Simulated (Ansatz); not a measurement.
**Hypothetical CdI2 type BeI2, thickness series**

The reference is BeI₂ in the CdI2 type structure (space group P-3m1, No. 164; a = 3.7920 Å, c = 6.5845 Å; a hypothetical phase, not in the database extracts checked).

Free-standing slabs (3 atom(s) a layer) normal to the stacking axis with 15 Å of vacuum; in-plane cell relaxed.

Computed with PBE-D3(BJ) (Ansatz, a first-principles code; PAW; 420 eV plane waves; without spin-orbit coupling).

Notes on the quantities. excess energy per area of both faces: slab less bulk energy over the cell's area: twice a surface energy.

```tsv
variant	shortest interatomic distance	excess energy per area of both faces	band gap
base	2.658 Å	–	2.39 eV
1 layer	2.663 Å	0.26 J/m²	2.46 eV
2 layers	2.661 Å	0.27 J/m²	2.42 eV
3 layers	2.659 Å	0.27 J/m²	2.41 eV
4 layers	2.659 Å	0.27 J/m²	2.40 eV
```

The excess energy carries the mismatch between the slab's and the bulk's meshes. With I present, leaving out spin-orbit coupling can change the band edges. Stability against distortions was not tested.
